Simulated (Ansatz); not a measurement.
An Ansatz (an electronic-structure program) input (r2SCAN/PAW in Ansatz, spin-orbit coupling left out):

Ansatz 0.2 input:
```yaml
crystal:
  lattice:
    - [2.4869106301, 0, 0]
    - [1.2434553151, 2.1537277826, 0]
    - [1.2434553151, -0.7179092609, 2.0822832835]
  atoms:
    - { symbol: Cu, position: [0, 0, 0] }
basis: { ecutwfc: 500, ecutrho_ratio: 4, xc_grid: 4, fft_grid_basis: typed }
kpoints: { mp_grid: { grid: [32, 32, 32] } }
hamiltonian:
  xc: r2scan
  dispersion: none
  pseudopotentials: { kind: paw }
scf: { occupations: { method: fermi_dirac, width: 0.1 } }
relax: { f_tol: 0.005, max_steps: 50, cell: { stress_tol: 0.01, fix: [a, b, gamma] } }
output: { forces: true, stress: true }
checkpoint: { write: state.ck, write_every: 1000 }
```

**Question.** Which symmetry and how many k-points will the program report, and about how many plane waves at Γ?

**Answer.** Space group R-3m (ITA 166) with 12 operations, k-points 3009 of 32768, and 289 plane waves at Γ.

**Question.** And the final pressure?

**Answer.** 3.94 GPa (compression positive).

The cells carry an imposed strain or load. Whether these cells are dynamically stable was not tested. All final runs are without spin polarisation. The cell was made from Cu in the fcc (Cu type) structure (space group Fm-3m, No. 225) by this change: biaxial strain −1.67 %, plane normal [111], relaxed out of plane.
